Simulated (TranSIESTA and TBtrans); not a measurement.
**Cu chain with one bond stretched by 2.5 Å**

Junction: Cu chain with one bond stretched by 2.5 Å. Leads: straight Cu chain, spacing 2.3 Å. Geometry: as built, not relaxed.

TranSIESTA and TBtrans, PBE, DZP numerical orbitals (energy shift 0.15 eV), PseudoDojo norm-conserving scalar-relativistic potentials, mesh cutoff 200 Ry, 300 K, no spin polarisation, no spin-orbit coupling; self-consistent non-equilibrium Green functions.

- Conductance at 300 K (G0 = 2e²/h) = 0.099
- Mean T from −0.5 to 0.5 eV = 0.096

Energies count from the leads' Fermi level. Transmissions are for one spin of a degenerate pair. The energy step is 0.01 eV; narrower resonances are cut or missed.

| E (eV) | T | lead channels |
|---|---|---|
| -2.00 | 0.0038 | 1 |
| -1.90 | 0.0046 | 1 |
| -1.80 | 0.0056 | 1 |
| -1.70 | 0.0068 | 1 |
| -1.60 | 0.0080 | 1 |
| -1.50 | 0.0094 | band edge |
| -1.40 | 0.011 | 3 |
| -1.30 | 0.013 | 3 |
| -1.20 | 0.016 | 3 |
| -1.10 | 0.023 | 4 |
| -1.00 | 0.029 | 4 |
| -0.90 | 0.040 | 4 |
| -0.80 | 0.054 | 4 |
| -0.70 | 0.062 | 4 |
| -0.60 | 0.064 | 4 |
| -0.50 | 0.066 | band edge |
| -0.40 | 0.073 | band edge |
| -0.30 | 0.085 | band edge |
| -0.20 | 0.099 | 4 |
| -0.10 | 0.12 | band edge |
| 0.00 | 0.099 | 1 |
| 0.10 | 0.10 | 1 |
| 0.20 | 0.10 | 1 |
| 0.30 | 0.10 | 1 |
| 0.40 | 0.10 | 1 |
| 0.50 | 0.11 | 1 |
| 0.60 | 0.11 | 1 |
| 0.70 | 0.11 | 1 |
| 0.80 | 0.11 | 1 |
| 0.90 | 0.11 | 1 |
| 1.00 | 0.12 | 1 |
| 1.10 | 0.12 | 1 |
| 1.20 | 0.13 | 1 |
| 1.30 | 0.14 | 1 |
| 1.40 | 0.14 | 1 |
| 1.50 | 0.15 | 1 |
| 1.60 | 0.16 | 1 |
| 1.70 | 0.17 | 1 |
| 1.80 | 0.18 | 1 |
| 1.90 | 0.19 | 1 |
| 2.00 | 0.20 | 1 |

The leads' channel count changes near -0.01 eV, within the thermal window, so values at the Fermi level hang on where that band edge falls. The straight chain is held at its spacing; free chains may zigzag or dimerise. No spin-polarised start was tried, so a magnetic state, if there is one, is missed.
